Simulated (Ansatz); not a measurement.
## Pt3AlC (model structure, started from the Ni3MgC type, Pm-3m, No. 221, 5 atoms in the cell): properties by level of theory

| level (code) | lattice parameter a (Å) | bulk modulus B0 (GPa) |
|---|---|---|
| LDA (Ansatz) | 4.108 | … |
| PBE (Ansatz) | 4.177 | … |
| PBEsol (Ansatz) | 4.133 | … |

Task: Complete the blanks.

Result: 
- LDA (Ansatz, an electronic-structure program), bulk modulus B0 (GPa): 242
- PBE (Ansatz), bulk modulus B0 (GPa): 206
- PBEsol (Ansatz), bulk modulus B0 (GPa): 230

Caveats: the bulk modulus is −V dP/dV from two relaxed cells at ±2 % in volume (LDA, PBE, PBEsol). Ansatz's density-functional and Hartree–Fock values are scalar-relativistic unless marked +SOC, with PAW data made under PBE.

Computed values are for the static lattice.

A model structure was made by putting elements into a prototype or built by hand; it is no filed structure, need not be a known phase, and can be a saddle point held by its symmetry.
